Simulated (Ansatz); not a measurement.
Take HfO₂ in the fluorite structure (space group Fm-3m, No. 225) as the base.

```xyz
3
Lattice="0.0000 2.5292 2.5292 2.5292 0.0000 2.5292 2.5292 2.5292 0.0000" Properties=species:S:1:pos:R:3 pbc="T T T"
Hf     0.0000     0.0000     0.0000
O      1.2646     1.2646     1.2646
O      3.7938     3.7938     3.7938
```

Cartesian axes are those of the cell as printed.

Computed with r2SCAN (Ansatz, an electronic-structure program), spin-orbit coupling left out.

Now apply this change: tensor shear ε_yz = −3.62 % (engineering shear γ = -0.0724); the atoms relax in the strained cell.

### Question
Predict the stress tensor and what it implies for the stiffness.

### Answer
Stress of the strained cell less that of the base (GPa, compression positive):
```
   0.68    0.00    0.00
   0.00    0.84    5.57
   0.00    5.57    0.84
```

Then −Δσ/γ with γ = 2ε = -0.0724 gives secant stiffness values (nonlinear terms included at this strain): C44 ≈ 77 GPa.

As a check, the harmonic strain energy −½ V₀ Δσ:ε is 14 meV/atom; the computed energy rise is 13 meV/atom.

Whether these cells are dynamically stable was not tested. This is not the structure that HfO2 has at room temperature and ambient pressure.
